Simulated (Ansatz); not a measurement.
## Bulk modulus of TaW (model structure, Fm-3m, No. 225, 2 atoms in the cell) at several levels of theory

No measured value is used here.

| level (code) | value (GPa) | cell (Å³/atom) |
|---|---|---|
| LDA (Ansatz) | 202 | 18.32 |
| PBEsol (Ansatz) | 193 | 18.75 |
| r²SCAN (Ansatz) | 189 | 19.07 |

Density-functional levels without +SOC have no spin–orbit coupling. LDA, PBEsol, r²SCAN: the run has no spin polarisation, so it can have missed a magnetic state. LDA, PBEsol, r²SCAN: the bulk modulus is −V dP/dV from two relaxed cells at ±2 % in volume. Each level is taken at its own relaxed cell. Cutoffs differ between the levels. Ansatz's density-functional and Hartree–Fock values are scalar-relativistic unless marked +SOC, with PAW data made under PBE.

A model structure was made by putting elements into a prototype or built by hand; it is no filed structure, need not be a known phase, and can be a saddle point held by its symmetry.

Ansatz is an electronic-structure program.
